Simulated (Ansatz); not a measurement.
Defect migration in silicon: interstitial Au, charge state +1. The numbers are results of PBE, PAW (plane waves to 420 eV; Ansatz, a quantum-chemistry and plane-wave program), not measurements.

Cell of 64 host sites held at the relaxed PBE lattice; a 2×2×2 k-point mesh shifted by half a step; Fermi-Dirac width 0.01 eV, spin-restricted; finite-size errors left in. No zero-point or tunnelling terms. Spin-orbit coupling is left out. The charge state is imposed; whether it is stable for some Fermi level was not computed. Sites that were not tried may lie lower.

Barriers: single points on a 3×3×3 k-point mesh shifted by half a step at the bands' geometries.

The step: several atoms move together, Au the farthest; the atom moves 1.80 Å along (-0.22, 0.25, -0.03) of the unit cell; the moving atom starts with neighbours 6 Si at 2.46 Å and ends with 2 Si at 2.38, 2 Si at 2.54, 2 Si at 2.57 Å.

Q: Give the migration barrier of this step at the level PBE, PAW.

A: 0.084 eV forward and 0.048 eV backward. At the saddle the moving atom has neighbours 2 Si at 2.50, 2 Si at 2.52, Si at 2.75, Si at 2.78, 2 Si at 2.79, Si at 2.81, Si at 2.83 Å. The check of the saddle point's order was inconclusive, and it lies on a symmetry element of the cell, where a band can be held.
